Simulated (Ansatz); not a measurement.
Consider ZnS in the zinc blende structure (space group F-43m, No. 216; a = 5.443 Å).

Levels (all Ansatz, a program for electronic structure, PAW): PBE (420 eV, no SOC); r2SCAN (500 eV, spin-orbit coupling left out); HSE06 (420 eV, spin-orbit coupling left out).

Levels that relaxed their own cell: PBE and r2SCAN.

```json
[
 {"level": "PBE", "band gap": "2.02 eV", "lattice parameter a": "5.443 Å"},
 {"level": "r2SCAN", "band gap": "2.70 eV", "lattice parameter a": "5.389 Å"},
 {"level": "HSE06", "band gap": "3.37 eV", "lattice parameter a": "–"}
]
```

Measured: band gap 3.94 eV (static lattice; corrected from measurement; as listed in Wei Chen et al., Physical Review Materials (2018)); lattice parameter a 5.41 Å (room temperature; as listed in Martin Albrecht, Beate Paulus, Hermann Stoll, Phys. Rev. B (1997)).

Computed minus measured — band gap: PBE -1.92 eV, r2SCAN -1.24 eV, HSE06 -0.57 eV (closest: HSE06); lattice parameter a: PBE +0.6 %, r2SCAN -0.4 % (closest: r2SCAN). Measured values not marked as corrected hold thermal and zero-point effects that the static-lattice runs lack. A measured gap can be an optical one, lowered by exciton binding.

Single points use the geometry relaxed with r2SCAN. No phonon test of stability was made.
